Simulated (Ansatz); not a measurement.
## La2O3 with two functionals, isotropic strain −1.23 %

Consider La2O3 (space group P-3m1, No. 164; a = 3.940 Å, c = 6.188 Å).

(Cell as relaxed with PBE.)

Levels (all Ansatz, an electronic-structure program, PAW, earlier PAW set): PBE (420 eV, no spin-orbit coupling); r2SCAN (500 eV, no spin-orbit coupling).

Each level relaxes its own structure.

| base | PBE | r2SCAN |
|---|---|---|
| volume per atom | 16.64 Å³ | 16.43 Å³ |
| lattice parameter a | 3.940 Å | 3.935 Å |
| band gap | 3.83 eV | 4.23 eV |

The change: an isotropic linear strain of −1.23 %, atoms relaxed at fixed cell.

```tsv
quantity	PBE	r2SCAN
band gap	3.86 eV	4.28 eV
pressure (mean of the normal stresses, compression positive)	47.9 kbar	51.7 kbar
gap character	indirect, H–A (21 % along) → M	indirect, H–A (21 % along) → K
```

PBE's band gap lies 0.42 eV below r2SCAN's; PBE's pressure lies 3.8 kbar below r2SCAN's; they disagree on the gap character. Neither level is exact; r2SCAN is the comparison here, not a measurement.

No phonon test of stability was made.
